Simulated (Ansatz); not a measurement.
CdSe: response to strain

The reference is CdSe in the zinc blende structure (space group F-43m, No. 216; a = 6.082 Å).

Strains are applied to the cell and any free atomic positions relax.

Level of theory: plane-wave PAW DFT at the PBEsol level (Ansatz, a first-principles code, 420 eV), no spin-orbit coupling.

```json
[
 {"isotropic strain (%)": "-1.98", "pressure (GPa)": "3.6"},
 {"isotropic strain (%)": "-0.3", "pressure (GPa)": "?"},
 {"isotropic strain (%)": "0", "pressure (GPa)": "0.0"},
 {"isotropic strain (%)": "1.21", "pressure (GPa)": "-1.7"},
 {"isotropic strain (%)": "4.09", "pressure (GPa)": "-4.7"},
 {"isotropic strain (%)": "4.66", "pressure (GPa)": "-5.2"}
]
```

Q: Fit P = P₀ − Bδ + Cδ² with δ = (1 + ε)³ − 1 to the rows shown and predict the withheld row.

A: Least squares on the printed values gives P₀ = 0.1 GPa, B = 53.3 GPa, C = 121 GPa (largest residual 0.1 GPa); this predicts 0.6 GPa, and the run gives 0.5 GPa, in agreement.

Stability against distortions was not tested.
